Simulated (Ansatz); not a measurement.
The starting structures come from a database of crystals and need not be the phases stable at ambient conditions.

 Where the default PAW files enter, the runs use the earlier of Ansatz's two default sets.

The decay constant κ of evanescent states in the gap governs leakage through a thin film.

```yaml
crystal:
  lattice:
    - [5.31246, 0.00000, 0.00000]
    - [0.00000, 5.42899, 0.00000]
    - [0.00000, 0.00000, 7.64692]
  atoms:
    - { symbol: Ti, position: [0.50113, 0.00109, 0.50376] }
    - { symbol: Ti, position: [0.49887, 0.99891, 0.00376] }
    - { symbol: Ti, position: [0.00113, 0.49891, 0.00376] }
    - { symbol: Ti, position: [0.99887, 0.50109, 0.50376] }
    - { symbol: Cd, position: [0.49113, 0.46057, 0.75273] }
    - { symbol: Cd, position: [0.50887, 0.53943, 0.25273] }
    - { symbol: Cd, position: [0.99113, 0.03943, 0.25273] }
    - { symbol: Cd, position: [0.00887, 0.96057, 0.75273] }
    - { symbol: O, position: [0.20432, 0.21229, 0.94804] }
    - { symbol: O, position: [0.79568, 0.78771, 0.44804] }
    - { symbol: O, position: [0.70432, 0.28771, 0.44804] }
    - { symbol: O, position: [0.29568, 0.71229, 0.94804] }
    - { symbol: O, position: [0.19862, 0.19576, 0.54403] }
    - { symbol: O, position: [0.80138, 0.80424, 0.04403] }
    - { symbol: O, position: [0.69862, 0.30424, 0.04403] }
    - { symbol: O, position: [0.30138, 0.69576, 0.54403] }
    - { symbol: O, position: [0.09142, 0.47134, 0.24653] }
    - { symbol: O, position: [0.90858, 0.52866, 0.74653] }
    - { symbol: O, position: [0.59142, 0.02866, 0.74653] }
    - { symbol: O, position: [0.40858, 0.97134, 0.24653] }
```

Space group of this cell: Pna2_1. The cell is taken as given; by PBEsol its mean pressure is -2.4 GPa.

Transport runs along the normal of the first two printed cell vectors.

No gap correction and no spin-orbit coupling; mid-gap values are interpolated between computed energies.

### Question
Predict the band gap and the smallest decay constant κ at mid-gap from PBEsol run with Ansatz (a program for electronic structure).

### Answer
Gap 2.28 eV on a 6×6×4 mesh; κ = 0.229 1/Å, at the zone centre.
